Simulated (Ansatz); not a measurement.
# CaClF, pressure series

The reference is CaClF (space group P4/nmm, No. 129; a = 3.867 Å, c = 6.874 Å).

Cell and atoms are relaxed at each pressure.

The values are results of Kohn–Sham DFT with the r2SCAN functional, run in Ansatz (a quantum-chemistry and plane-wave program) with PAW and 500 eV plane waves, spin-orbit coupling left out, not measurements.

Two rows of this table had their results exchanged by mistake.

| pressure | volume per atom (Å³) | shortest distance (Å) | band gap |
|---|---|---|---|
| pressure −1 GPa | 15.93 | 2.311 | 6.20 eV |
| pressure 0.3 GPa | 17.04 | 2.343 | 6.28 eV |
| pressure 0.7 GPa | 16.92 | 2.341 | 6.28 eV |
| pressure 1.5 GPa | 16.71 | 2.335 | 6.27 eV |
| pressure 3 GPa | 16.35 | 2.325 | 6.24 eV |
| pressure 5 GPa | 17.50 | 2.351 | 6.27 eV |
| pressure 7.5 GPa | 15.50 | 2.296 | 6.14 eV |
| pressure 10 GPa | 15.11 | 2.282 | 6.09 eV |

### Question
Which two?

### Answer
The rows for pressure −1 GPa and pressure 5 GPa: the volume has to fall steadily with pressure, so 17.50 Å³ belongs to pressure −1 GPa and 15.93 Å³ to pressure 5 GPa.

Load acts through the strain it causes; cell and atoms are relaxed under it. Whether these cells are dynamically stable was not tested. No other phases were tried under pressure.
